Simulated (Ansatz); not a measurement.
```xyz
4
Lattice="3.8371 0.0000 0.0000 0.0000 3.8371 0.0000 0.0000 0.0000 4.9499" Properties=species:S:1:pos:R:3 pbc="T T T"
Sn     1.9185     0.0000     1.1659
Sn     0.0000     1.9185     3.7840
O      0.0000     0.0000     0.0000
O      1.9185     1.9185     0.0000
```

No spin polarisation.

Method: PBE-D3(BJ), PAW, 420 eV (Ansatz, a quantum-chemistry and plane-wave program; without spin-orbit coupling). Settings: 12×12×10 k-points, 0.05 eV Fermi–Dirac smearing.

Problem. Predict the band gap and space group.

Solution. The band gap is 0.20 eV. The space group is P4/nmm (No. 129).

The cells carry an imposed strain or load. Stability against distortions was not tested. The cell was made from SnO in the litharge type structure (space group P4/nmm, No. 129; layered, stacked along the Cartesian z axis) by this change: uniaxial strain ε_zz = +4.02 %. A zero or small gap of SnO can be the functional's error rather than a property of the material.
